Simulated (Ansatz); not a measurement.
# Pressure series in KFe2Se2

The parent structure is KFe2Se2 (space group I4/mmm, No. 139; ferromagnetic; a cell from a computed database, its experimental status unchecked).

KFe2Se2 is modelled in the tetragonal space group I4/mmm (No. 139), Pearson symbol tI10. Lattice parameters: a = b = 3.676 Å, c = 14.643 Å, α = β = γ = 90.00°. K on 2a has 8 Se at 3.310 Å (cubic). Fe on 4d has 4 Se at 2.445 Å (tetrahedral). Se on 4e sees 4 Fe at 2.445 Å and 4 K at 3.310 Å. (Neighbours: up to the widest gap in distance over summed covalent radii, below 1.35, at either atom; cation-cation and far metal-metal contacts left out.)
(The calculation used a cell of 5 atoms; values per cell refer to that cell.)

Cell and atoms are relaxed at each pressure.

Level of theory: PBEsol/PAW in Ansatz (a quantum-chemistry and plane-wave program), no SOC.

```
pressure (GPa)  volume per atom (Å³/atom)
--------------  -------------------------
0                                  19.791
0.3                                19.668
0.7                                19.510
1.5                                     ?
3                                  18.728
5                                  18.170
```

**Question.** Fit the third-order Birch–Murnaghan form P(V) = (3B₀/2)[(V₀/V)^(7/3) − (V₀/V)^(5/3)]·[1 + (3/4)(B₀′ − 4)((V₀/V)^(2/3) − 1)] (squares taken in P) to the rows shown and predict the withheld row.

**Answer.** Least squares on the printed values gives V₀ = 19.791 Å³/atom, B₀ = 47.5 GPa, B₀′ = 4.9; this predicts 19.217 Å³/atom, and the run gives 19.216 Å³/atom, in agreement.

Other magnetic orders, which the real material may have, were not ruled out. Load acts through the strain it causes; cell and atoms are relaxed under it. Whether these cells are dynamically stable was not tested. Competing high-pressure phases were not computed.
